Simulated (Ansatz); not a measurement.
# Pd under a change: uniaxial strain ε_zz = +1.50 %

Start from Pd in the fcc (Cu type) structure (space group Fm-3m, No. 225; a = 3.910 Å; relaxed with 0.1 eV smearing). Axes: x, y, z lie along the cube axes.

The change: the cell is stretched by 1.50 % along z with no lateral relaxation; the atoms relax in the strained cell.

Method: r2SCAN/PAW in Ansatz (an electronic-structure program), no SOC. Γ-centred 29×29×29 mesh, Fermi–Dirac width 0.1 eV.

```tsv
quantity	base	changed	shift
volume per atom	14.95 Å³	15.17 Å³	+0.22 Å³
space group	Fm-3m (No. 225)	I4/mmm (No. 139)	–
energy relative to the base (free energy F)	0 meV/atom	+2.2 meV/atom	+2.2 meV/atom
pressure (mean of the normal stresses, compression positive)	0.0 GPa	-2.6 GPa	-2.6 GPa
band gap	zero	zero	–
stress (xx, yy, zz, yz, xz, xy; compression positive)	–	(-2.4, -2.4, -3.1, 0.0, 0.0, 0.0) GPa	–
```

Final structure:

```
CELL_PARAMETERS angstrom
      0.00000     1.95520     1.98453
      1.95520     0.00000     1.98453
      1.95520     1.95520     0.00000
ATOMIC_POSITIONS crystal
  Pd 0.00000 0.00000 0.00000
```

Cost of the whole job for the changed cell (relaxation, final SCF and bands): about 90 core-seconds (a rough figure).

No phonon test of stability was made. All final runs are without spin polarisation. Pd has a high density of states at the Fermi level and may be magnetic at this level.
